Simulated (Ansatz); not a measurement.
Consider LiF in the rock salt structure (space group Fm-3m, No. 225).

```
LiF
1.0
    0.00000     2.00393     2.00393
    2.00393     0.00000     2.00393
    2.00393     2.00393     0.00000
Li F
1 1
Direct
  0.00000   0.00000   0.00000
  0.50000   0.50000   0.50000
```

Cartesian axes are those of the cell as printed.

Method: PBEsol/PAW in Ansatz (a program for electronic structure), no spin-orbit coupling.

Before the change:

```
Property    Value
--------  -------
Band gap  9.05 eV
```

Now apply this change: compressive biaxial strain of 2.00 % in the plane normal to [001], as in epitaxy on a mismatched substrate; the out-of-plane cell vector and the atoms relax.

Problem. What does the calculation give for the in-plane stress, ratio −ε⊥/ε∥ and band gap after the change?

Solution. The mean in-plane stress (compression positive) is +3.1 GPa; the ratio −ε⊥/ε∥ is 0.77; the band gap increases by 0.17 eV, from 9.05 eV to 9.22 eV.

Stability against distortions was not tested.
